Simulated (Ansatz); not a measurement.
## How a calculation on Ga₂O₃ (C2/m, 10 atoms in the cell) responds to its settings

```
CELL_PARAMETERS angstrom
      6.16234    -1.52927     0.00000
      6.16234     1.52927     0.00000
     -1.38911     0.00000     5.67069
ATOMIC_POSITIONS crystal
  Ga 0.34116 0.34116 0.68527
  Ga 0.65884 0.65884 0.31473
  Ga 0.90953 0.90953 0.20521
  Ga 0.09047 0.09047 0.79479
  O  0.50353 0.50353 0.74334
  O  0.49647 0.49647 0.25666
  O  0.82663 0.82663 0.43677
  O  0.17337 0.17337 0.56323
  O  0.16450 0.16450 0.10915
  O  0.83550 0.83550 0.89085
```

Base run A: PBE, PAW files (Ansatz, a first-principles code), self-consistent single point.

Its settings: basis.ecutwfc = 420 eV; kpoints.mp_grid.grid = 7 7 4; hamiltonian.xc = pbe; hamiltonian.pseudopotentials = {kind: paw} (the program's default PAW files); scf.occupations.method = fixed.

The starting cell comes from a database of computed structures (which also holds hypothetical and non-ambient phases and stackings), without a prior relaxation at this level. Its lattice was rescaled by a random factor within 2.5 % of one. In the base run, with a pressure of about 5 GPa the cell is away from its equilibrium volume at this level. Ansatz's pressure includes its estimate of the finite-basis (Pulay) stress.

ΔF is the free energy per atom less that of run A. A dash stands where there is no value to compare (another energy zero or no entropy term, no result, no spin, no clean gap, or a mesh too coarse for one). Total energies depend on the potentials, the functional and any Hubbard or dispersion term, so they are compared only between runs that share all of them.

In some runs the Pulay estimate is large (up to 25 GPa), a sign of a cutoff far from converged.

Run A gave: pressure (GPa) 4.51; largest force (eV/Å) 0.095; gap on the mesh (eV) 2.215; k-points 60.

Runs:
- B: kpoints.mp_grid.grid: 7 7 4 → 4 4 3; hamiltonian.xc: pbe → hse06 [HSE06]
- C: kpoints.mp_grid.grid: 7 7 4 → 4 4 3
- D: kpoints.mp_grid.grid: 7 7 4 → 5 5 3
- E: kpoints.mp_grid.grid: 7 7 4 → 6 6 3
- F: kpoints.mp_grid.grid: 7 7 4 → 4 4 3; hamiltonian.xc: pbe → pbe0 [PBE0]
- G: basis.ecutwfc: 420 eV → 295 eV; kpoints.mp_grid.grid: 7 7 4 → 5 5 3; hamiltonian.xc: pbe → hse06 [HSE06]

Q: What does run B change against A?

A: The pressure goes from 4.51 to -3.39 GPa, the largest force goes from 0.095 to 0.187 eV/Å and the gap on the mesh goes from 2.215 to 4.025 eV.

Q: What does run E change against A?

A: The free energy hardly moves (within 1 meV/atom), the pressure hardly changes (4.51 to 4.50 GPa), the largest force stays at 0.095 eV/Å and the gap on the mesh goes from 2.215 to 2.235 eV.

Q: What does run D change against A?

A: The free energy is nearly the same (within 1 meV/atom), the pressure hardly changes (4.51 to 4.50 GPa), the largest force hardly changes (0.095 to 0.094 eV/Å) and the gap on the mesh goes from 2.215 to 2.235 eV.

```
run  ΔF (meV/atom)  pressure (GPa)  largest force (eV/Å)  gap on the mesh (eV)  k-points
---  -------------  --------------  --------------------  --------------------  --------
A             0.00            4.51                 0.095                 2.215        60
B                –           -3.39                 0.187                 4.025        17
C             1.77            4.51                 0.092                 2.234        17
D             0.45            4.50                 0.094                 2.235        24
E             0.22            4.50                 0.095                 2.235        34
F                –           -3.55                 0.186                 4.737        17
G                –           -3.38                 0.189                 3.960        24
```

Keys are those of Ansatz 0.2.
